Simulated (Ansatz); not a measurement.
# BN: pressure series

Base system: BN (space group R3m, No. 160; a = 2.5002 Å, c = 9.7570 Å (hexagonal axes); a cell from a computed database, its experimental status unchecked; layered, stacked along the Cartesian z axis).

Cell and atoms are relaxed at each pressure.

The values are results of r2SCAN+rVV10 (Ansatz, a quantum-chemistry and plane-wave program), no spin-orbit coupling, not measurements.

| pressure (GPa) | volume per atom (Å³/atom) |
|---|---|
| 0 | 8.804 |
| 0.7 | ? |
| 1.5 | 8.497 |
| 3 | 8.274 |
| 5 | 8.040 |
| 7.5 | 7.808 |
| 10 | 7.617 |

Question: Fit the third-order Birch–Murnaghan form P(V) = (3B₀/2)[(V₀/V)^(7/3) − (V₀/V)^(5/3)]·[1 + (3/4)(B₀′ − 4)((V₀/V)^(2/3) − 1)] (squares taken in P) to the rows shown and predict the withheld row.

Answer: Least squares on the printed values gives V₀ = 8.801 Å³/atom, B₀ = 36.7 GPa, B₀′ = 9.4; this predicts 8.648 Å³/atom, and the run gives 8.648 Å³/atom, in agreement.

Load acts through the strain it causes; cell and atoms are relaxed under it. Stability against distortions was not tested. No other phases were tried under pressure.
